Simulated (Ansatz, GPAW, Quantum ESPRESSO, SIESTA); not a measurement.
Code comparison for ScFeC₂ (P1, 8 atoms in the cell)

Self-consistent single point, at a second geometry (atoms moved at random). First geometry:

```
CELL_PARAMETERS angstrom
      3.39346     0.00000     0.00000
      0.00000     3.39346     0.00000
      0.00000     0.00000     7.40057
ATOMIC_POSITIONS crystal
  Sc 0.00000 0.50000 0.65165
  Sc 0.50000 0.00000 0.34835
  Fe 0.00000 0.00000 0.00000
  Fe 0.50000 0.50000 0.00000
  C  0.00000 0.50000 0.15651
  C  0.50000 0.00000 0.84349
  C  0.00000 0.50000 0.34990
  C  0.50000 0.00000 0.65010
```
Moments meant for the start (each program seeds them in its own way; μB, in the order of the atoms Sc Sc Fe Fe C C C C): 0.0 0.0 4.0 4.0 0.0 0.0 0.0 0.0.

Second geometry:
```
CELL_PARAMETERS angstrom
      3.39346     0.00000     0.00000
      0.00000     3.39346     0.00000
      0.00000     0.00000     7.40057
ATOMIC_POSITIONS crystal
  Sc 0.01635 0.49885 0.65302
  Sc 0.50458 0.99853 0.34973
  Fe 0.00153 0.97677 0.99544
  Fe 0.48237 0.50133 0.99525
  C  0.00216 0.49073 0.16375
  C  0.48610 0.03065 0.84789
  C  0.98463 0.50222 0.34852
  C  0.52229 0.00094 0.64640
```
Moments meant for the start (each program seeds them in its own way; μB, in the order of the atoms Sc Sc Fe Fe C C C C): 0.0 0.0 4.0 4.0 0.0 0.0 0.0 0.0.

Shared settings, as Ansatz (a first-principles code) writes them: kpoints.mp_grid.grid = 5 5 3; scf.occupations.method = fermi_dirac; scf.occupations.width = 0.1 eV. Potentials and cutoffs stand in the table.

| code | model | ΔF from the first geometry (meV/atom) | pressure (GPa) | largest force (eV/Å) | size of the net moment (μB/atom) | cutoff |
|---|---|---|---|---|---|---|
| SIESTA | LDA PW92, numerical atomic orbitals DZP, PseudoDojo LDA standard norm-conserving potentials (rewritten from UPF to PSML) | 36.2 | -16.79 | 3.125 | 0.21 | grid 400 Ry |
| GPAW | LDA (Perdew-Wang 92), GPAW PAW datasets LDA (gpaw-data 1.0.1) | 33.8 | – | 1.934 | 0.20 | 900 eV |
| Ansatz | LDA (PW92), PAW files made with PBE | 33.2 | -19.07 | 1.933 | 0.20 | default |
| Quantum ESPRESSO | LDA (PZ), GBRV 1.5 ultrasoft (LDA) pseudopotentials | 33.4 | -18.61 | 1.971 | 0.20 | 50 Ry |

Size of the force on each atom (eV/Å): Sizes of forces hide their directions.

```
code                Sc1    Sc2    Fe3    Fe4     C5     C6     C7     C8
----------------  -----  -----  -----  -----  -----  -----  -----  -----
SIESTA            0.297  0.201  1.248  0.940  3.125  1.392  2.154  1.254
GPAW              0.278  0.180  1.185  0.875  1.934  1.859  1.031  1.809
Ansatz            0.273  0.178  1.137  0.837  1.933  1.790  0.993  1.841
Quantum ESPRESSO  0.282  0.181  1.151  0.849  1.971  1.787  1.040  1.804
```

A dash marks a value that a program does not give, or that is left out as unsure.

On Ansatz's run: the moments shrank to a small part of their start, a low-spin state that need not be the lowest.

The spread over the programs that give each value: ΔF from the first geometry within 3.0 meV/atom; pressure within 2.28 GPa; largest force within 1.192 eV/Å; size of the net moment within 0.01 μB/atom.

SIESTA uses small atom-centred bases, whose incompleteness enters pressures, forces and empty levels differently from a plane-wave cutoff. Ansatz's pressure is given at a fixed set of plane waves, as the other plane-wave codes print theirs; with its correction for the finite basis it is -18.85 GPa (the shift of 0.22 GPa shows how far the cutoff is from converged). The pressure of GPAW is left out: its cutoff lies under the one at which its stress was checked. The same LDA comes in different parametrisations, which differ slightly. In the pressure, SIESTA (by 2.05) lies more than 1 GPa from the median of the plane-wave programs. In the force vectors, SIESTA (by 1.214) lies more than 0.08 eV/Å from the median of the plane-wave programs.

The shared mesh is coarse (it stands for a supercell whose shortest vector is 17 Å), so the values are not converged in it.

The starting cell comes from a database of computed structures (which also holds hypothetical and non-ambient phases and stackings), without a prior relaxation at this level. Its lattice was rescaled by a random factor within 2.5 % of one. For this run, on top of that: atoms moved at random.

Keys are those of Ansatz 0.2.
